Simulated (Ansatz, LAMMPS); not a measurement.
Crystalline Ge, 1000 atoms, one frame of classical dynamics at 1100 K, cell scaled from the potential's lattice parameter to the PBE one and held. Cell 28.80 × 28.80 × 28.80 Å, Ge1000, 1000 atoms. Prepared with Tersoff's 1989 multicomponent potential (SiCGe.tersoff) (LAMMPS): 30 ps at 1100 K at fixed volume, last frame. The 60 atoms nearest one atom, with forces from PBE, support functions at accuracy medium on the grid of 370 eV run with Ansatz (a first-principles code) on the whole cell:

| x (Å) | y | z | Fx (eV/Å) | Fy | Fz |
|---|---|---|---|---|---|
| 0.000 | 0.000 | 0.000 | -1.37 | 0.50 | 1.01 |
| 1.365 | -1.271 | -1.521 | -0.79 | -1.61 | 0.99 |
| 1.444 | 1.251 | 1.754 | -0.16 | 1.18 | -0.76 |
| -1.545 | -1.453 | 1.606 | 1.17 | 0.40 | -0.49 |
| -1.864 | 1.439 | -1.256 | 2.14 | -0.07 | -0.54 |
| 2.730 | -2.667 | 0.123 | 0.14 | -1.12 | -0.66 |
| 2.739 | 0.154 | -2.698 | 1.80 | 0.60 | -0.39 |
| -0.072 | 3.057 | -2.586 | -0.46 | -1.04 | -0.43 |
| -0.072 | -2.847 | -2.884 | -0.10 | 0.35 | 0.19 |
| 2.901 | 2.877 | 0.251 | -0.96 | -1.24 | 0.27 |
| -2.937 | -2.849 | 0.210 | -0.28 | 0.37 | -0.08 |
| -0.016 | -2.949 | 2.899 | 0.16 | 1.16 | 0.45 |
| -3.185 | 2.662 | 0.293 | 0.76 | 1.95 | -0.01 |
| -0.061 | 2.964 | 3.015 | 0.80 | -0.20 | 0.21 |
| -2.904 | -0.077 | 3.111 | -0.24 | -0.29 | -0.01 |
| -3.178 | 0.092 | -2.862 | 1.50 | -1.56 | 0.67 |
| 3.061 | 0.086 | 3.244 | -0.64 | 0.19 | -0.69 |
| -1.720 | -4.084 | -1.444 | 2.09 | -0.02 | 1.18 |
| 1.425 | 1.556 | -4.157 | -1.03 | 0.50 | 0.15 |
| 1.465 | 4.307 | -1.087 | -0.38 | 0.51 | -0.61 |
| 4.176 | -1.400 | 1.676 | -0.24 | -0.48 | 0.61 |
| 4.376 | 1.419 | -1.054 | -0.72 | 0.31 | -1.48 |
| -1.537 | -1.439 | -4.295 | -0.44 | 0.59 | -0.14 |
| 1.413 | -4.329 | 1.513 | -0.28 | 0.79 | -0.25 |
| -1.467 | 1.427 | 4.357 | 0.54 | 0.01 | 0.50 |
| -4.375 | -1.538 | -1.313 | 1.02 | 1.18 | 0.41 |
| 1.525 | -1.354 | 4.378 | -0.78 | -0.91 | -0.24 |
| -1.510 | 4.375 | 1.581 | -0.11 | -2.76 | -0.74 |
| -4.432 | 1.250 | 1.723 | -0.41 | -0.55 | -0.40 |
| -0.183 | -5.548 | 0.146 | -0.71 | -0.60 | -0.51 |
| 5.593 | -0.097 | 0.332 | 1.12 | -0.01 | -0.69 |
| -0.045 | 0.119 | -5.667 | 0.32 | -0.42 | 0.75 |
| -0.212 | 5.730 | 0.240 | 1.92 | 0.69 | -0.79 |
| -5.756 | -0.079 | -0.001 | -0.93 | 0.65 | 1.04 |
| 0.021 | -0.111 | 5.792 | -0.72 | 0.81 | 0.89 |
| 4.082 | -1.430 | -4.123 | 0.70 | -0.16 | 0.16 |
| 4.205 | 4.282 | 1.598 | 1.32 | 1.03 | 0.71 |
| 1.309 | -4.329 | -4.288 | 0.32 | -0.55 | 0.13 |
| 4.073 | -4.522 | -1.348 | 0.48 | 1.44 | 0.92 |
| -1.457 | -4.202 | 4.403 | 0.27 | -0.69 | 0.25 |
| -4.275 | -4.324 | 1.590 | -1.11 | -0.07 | 0.42 |
| -4.409 | 1.535 | -4.213 | 0.32 | 1.92 | 0.10 |
| -1.384 | 4.449 | -4.243 | -0.46 | -0.12 | 0.34 |
| -4.390 | 4.414 | -1.127 | -0.11 | -0.19 | -0.11 |
| -4.287 | -1.463 | 4.688 | -0.12 | 0.99 | -0.41 |
| 1.475 | 4.399 | 4.608 | -1.00 | 0.45 | -0.84 |
| 4.315 | 1.517 | 4.721 | 0.45 | 0.78 | 0.16 |
| 5.568 | -2.935 | -2.616 | -1.12 | 0.41 | 0.07 |
| -3.163 | -5.449 | -2.626 | -0.39 | -2.38 | -0.32 |
| 2.988 | 5.540 | -2.749 | -1.14 | 0.64 | -0.09 |
| 5.755 | 2.862 | -2.637 | 0.35 | 0.65 | -0.05 |
| 5.488 | -2.751 | 3.285 | 1.39 | 0.33 | -1.80 |
| 2.830 | 2.908 | -5.659 | 0.66 | -1.14 | -0.40 |
| -2.810 | 5.861 | -2.574 | -0.75 | -0.93 | -1.15 |
| 2.663 | -5.701 | 3.056 | 0.83 | 1.16 | 0.47 |
| -5.930 | -2.760 | -2.495 | -1.48 | 0.36 | -0.97 |
| -2.776 | 5.770 | 2.830 | -1.21 | 1.27 | 1.55 |
| -2.985 | 2.865 | 5.655 | 0.43 | -0.04 | 1.63 |
| -5.672 | 2.852 | 3.013 | -0.86 | 1.10 | -0.23 |
| 2.672 | -5.889 | -2.757 | -0.51 | -0.16 | -0.27 |
